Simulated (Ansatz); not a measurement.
**Nb: uniaxial strain ε_zz = −1.00 %**

The parent structure is Nb in the bcc (W type) structure (space group Im-3m, No. 229; a = 3.248 Å; relaxed with 0.1 eV smearing). Axes: x, y, z lie along the cube axes.

Now apply this change: uniaxial strain ε_zz = −1.00 %, all other strain components held at zero; the atoms relax in the strained cell.

All numbers come from LDA (Ansatz, a program for electronic structure; PAW; 420 eV plane waves; scalar-relativistic without spin-orbit coupling). Γ-centred 28×28×28 mesh, Fermi–Dirac width 0.1 eV.

- Volume per atom: 16.97 Å³ (base 17.14 Å³)
- Space group: I4/mmm (No. 139) (base Im-3m (No. 229))
- Shortest interatomic distance: 2.804 Å (base 2.813 Å)
- Energy relative to the base (free energy F): +1.5 meV/atom
- Band gap: zero (base zero)
- Stress (xx, yy, zz, yz, xz, xy; compression positive): (1.5, 1.5, 2.8, 0.0, 0.0, 0.0) GPa

Stability against distortions was not tested. All final runs are without spin polarisation.
